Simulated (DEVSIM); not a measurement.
Device: Si p-i-n diode, at 300 K.

Layer 1 from the left is Si, thickness (μm) 0.110, Na (cm⁻³) 4e17, τn (s) 1.4e-5, τp (s) 1.4e-5. Layer 2 from the left is Si, thickness (μm) 41.0, Nd (cm⁻³) 9.8e12, τn (s) 1.4e-5, τp (s) 1.4e-5. Layer 3 from the left is Si, thickness (μm) 0.760, Nd (cm⁻³) 1.3e19, τn (s) 1.4e-5, τp (s) 1.4e-5.

Left contact: ohmic. Right contact: ohmic. Voltage is applied to the left contact. Recombination: SRH at mid-gap, radiative, Auger. Gap narrowing is on: ΔEg = 6.92 meV × (l + √(l² + 0.5)), l = ln(N/1.3e17 cm⁻³), shared equally by both band edges. Mobility is μmin + (μ − μmin)/(1 + (N/Nref)^α).

This is a model device: material constants are rounded textbook-type values typed into the input, and sizes, dopings and lifetimes were drawn at random. Values at 300 K.

Si: gap (eV) 1.124, affinity (eV) 4.05, permittivity 11.7, Nc (cm⁻³) 2.86e19, Nv (cm⁻³) 3.1e19, μn (cm²/Vs) 1417, μp (cm²/Vs) 470, μn,min 52, μp,min 45, Nref,n 9.7e16, Nref,p 2.2e17, αn 0.68, αp 0.72, B (cm³/s) 4.7e-15, Cn (cm⁶/s) 2.8e-31, Cp (cm⁶/s) 9.9e-32.

Simulated with DEVSIM: 1D drift-diffusion, Boltzmann statistics, complete ionisation; no tunnelling, impact ionisation, image-force lowering or self-heating.

Question: What does the simulation give for the dark forward voltage at 100 A/cm², the potential step across the device at zero bias, the dark forward voltage at 1 A/cm²?

Answer: dark forward voltage at 100 A/cm² 0.794 V; potential step across the device at zero bias 0.951 V; dark forward voltage at 1 A/cm² 0.611 V.
